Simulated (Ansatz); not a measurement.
Candidates (primitive cells; geometry: cell and atoms relaxed with r2SCAN):
A. ZnS (F-43m), a = b = c = 3.812 Å, α = β = γ = 60.00°
B. GaP (F-43m), a = b = c = 3.855 Å, α = β = γ = 60.00°
C. InP (F-43m), a = b = c = 4.177 Å, α = β = γ = 60.00°

**Question.** Rank these by electron conductivity mass (highest first), as r2SCAN with spin-orbit coupling, rigid bands (Ansatz, a program for electronic structure) gives it.

**Answer.** B (0.34 mₑ), A (0.20 mₑ), C (0.084 mₑ)

Masses are for dilute carriers at 300 K, harmonic means over directions unless an axis is named.
